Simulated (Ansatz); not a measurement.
LaTeCl (P4/nmm, No. 129, 6 atoms in the cell; start mp-1018752), treated with PBEsol in Ansatz (plane waves, PAW).

Settings: plane-wave cutoff 500 eV, 10×10×6 k mesh (along the axes of the cell as run), Fermi–Dirac smearing 0.05 eV, scalar-relativistic PAW data made under PBE.

Cell (relaxed at this level):

```cif
data_Cl2La2Te2
_chemical_formula_sum 'La2 Te2 Cl2'
_space_group_name_H-M_alt 'P 1'
_space_group_IT_number 1
_cell_length_a 4.47853
_cell_length_b 4.47853
_cell_length_c 8.20029
_cell_angle_alpha 90.000
_cell_angle_beta 90.000
_cell_angle_gamma 90.000
loop_
_space_group_symop_operation_xyz
  'x, y, z'
loop_
_atom_site_label
_atom_site_type_symbol
_atom_site_fract_x
_atom_site_fract_y
_atom_site_fract_z
_atom_site_occupancy
La1 La 0.00000 0.50000 0.76023 1
La2 La 0.50000 0.00000 0.23977 1
Te1 Te 0.00000 0.50000 0.36233 1
Te2 Te 0.50000 0.00000 0.63767 1
Cl1 Cl 0.00000 0.00000 0.00000 1
Cl2 Cl 0.50000 0.50000 0.00000 1
```

Q: What does this level give for the band gap?

A: 
* **band gap**: 0.45 eV (on the SCF k mesh)

Note: the relaxation could not lower the start's symmetry, so the cell can be a saddle point above a distorted one.

Spin–orbit coupling is not included.

Computed values are for the static lattice.

Cost on a shared machine: about 3 core-minutes (a rough figure).

A start named mp-… is a Materials Project structure, which need not be a measured phase.

Ansatz is a program for electronic structure.
